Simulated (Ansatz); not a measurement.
**bcc Mo (1 1 0) on monoclinic HfO2 (0 1 0) (film strained to the substrate, faces as cut)**

A periodic stack without vacuum, bcc Mo (1 1 0) on monoclinic HfO2 (0 1 0) (film strained to the substrate, faces as cut): substrate slab Hf10O24, film Mo20, surface cells [[0, 1], [-1, 0]] and [[-2, 0], [-3, -2]], film strained by -2.3 and -1.3 %, faces O/O and Mo/Mo as cut (like faces can put a slab off its formula).

The start was prepared with a machine-learned potential, and the result is one local minimum, with the in-plane cell held and forces under 0.04 eV/Å; the film can end far from its bulk form.

All values below come from PBE (plane waves to 420 eV, PAW; Ansatz, a quantum-chemistry and plane-wave program). Scalar-relativistic, without spin–orbit coupling; the runs are not spin-polarised; PBE gaps are too small against experiment. Its k-point mesh 5×5×1, Fermi–Dirac width 0.05 eV.

* **interface area**: 27.2 Å²
* **period**: 25.86 Å
* **gaps between the outermost planes at the two interfaces**: 1.72 and 1.72 Å
* **Hf–Mo contacts across the interfaces within 1.22 times the sum of covalent radii**: 14, mean 3.59 Å
* **Mo–O contacts across the interfaces within 1.22 times the sum of covalent radii**: 8, mean 1.91 Å
* **hole barrier (PBE)**: 1.79 eV
* **electron barrier (PBE)**: 2.25 eV

```
CELL_PARAMETERS angstrom
      5.35246    -0.00003    -0.00002
      0.86627     5.08810    -0.04986
      1.92929     0.58844    25.85660
ATOMIC_POSITIONS crystal
  Hf 0.25992 0.24769 0.10264
  Hf 0.69221 0.68732 0.08548
  Hf 0.14184 0.68469 0.20314
  Hf 0.72761 0.22934 0.18548
  O  0.08534 0.01795 0.15587
  O  0.86456 0.94837 0.04133
  O  0.35934 0.93418 0.04893
  O  0.58467 0.01652 0.13292
  O  0.02699 0.43925 0.04623
  O  0.92796 0.50790 0.14335
  O  0.42756 0.51215 0.14536
  O  0.52887 0.41791 0.04656
  Hf 0.18917 0.22713 0.30342
  Hf 0.61421 0.67456 0.28642
  Hf 0.07578 0.67235 0.40437
  Hf 0.66155 0.21700 0.38671
  O  0.02160 0.00807 0.35851
  O  0.78179 0.89363 0.23134
  O  0.27183 0.89264 0.25824
  O  0.53156 0.00905 0.33161
  O  0.94372 0.40487 0.24573
  O  0.85966 0.49682 0.34412
  O  0.35949 0.49671 0.34634
  O  0.44389 0.40499 0.24350
  Hf 0.11118 0.21437 0.50436
  Hf 0.54347 0.65400 0.48721
  O  0.93882 0.95332 0.54852
  O  0.71804 0.88374 0.43398
  O  0.21871 0.88517 0.45693
  O  0.44405 0.96751 0.54092
  O  0.87543 0.39379 0.44650
  O  0.77640 0.46244 0.54361
  O  0.27452 0.48378 0.54329
  O  0.37582 0.38954 0.44448
  Mo 0.94768 0.96321 0.61868
  Mo 0.44185 0.96839 0.61518
  Mo 0.72762 0.46060 0.61833
  Mo 0.23010 0.45967 0.61811
  Mo 0.55734 0.20553 0.70794
  Mo 0.05814 0.20679 0.70819
  Mo 0.30699 0.70736 0.70757
  Mo 0.80591 0.70691 0.70806
  Mo 0.15209 0.45076 0.79497
  Mo 0.65129 0.45093 0.79487
  Mo 0.90169 0.95085 0.79492
  Mo 0.40169 0.95085 0.79492
  Mo 0.74525 0.69490 0.88165
  Mo 0.24604 0.69616 0.88190
  Mo 0.49639 0.19433 0.88228
  Mo 0.99747 0.19478 0.88179
  Mo 0.36153 0.93330 0.97467
  Mo 0.85571 0.93848 0.97117
  Mo 0.07576 0.44109 0.97152
  Mo 0.57328 0.44202 0.97174
```
